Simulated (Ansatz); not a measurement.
# MgB2 (space group P6/mmm, No. 191)

MgB₂ is modelled in the hexagonal space group P6/mmm (No. 191), Pearson symbol hP3. Lattice parameters: a = b = 3.063 Å, c = 3.500 Å, α = β = 90.00°, γ = 120.00°. Mg on 1a is coordinated by 12 B at 2.488 Å. B on 2d sees 3 B at 1.769 Å and 6 Mg at 2.488 Å. (Neighbours: up to the widest gap in distance over summed covalent radii, below 1.35, at either atom; cation-cation and far metal-metal contacts left out.)

Calculations: PBEsol in Ansatz (plane waves to 420 eV, PAW, spin-orbit coupling left out). Settings: 17×17×13 k-points, 0.05 eV Fermi–Dirac smearing.

- Volume per atom = 9.48 Å³
- Density = 2.68 g/cm³
- Band gap = zero
- Total energy = -739.263 eV/atom (σ→0; compares only within this code and set-up)

No phonon test of stability was made. All final runs are without spin polarisation.

Ansatz is a program for electronic structure.
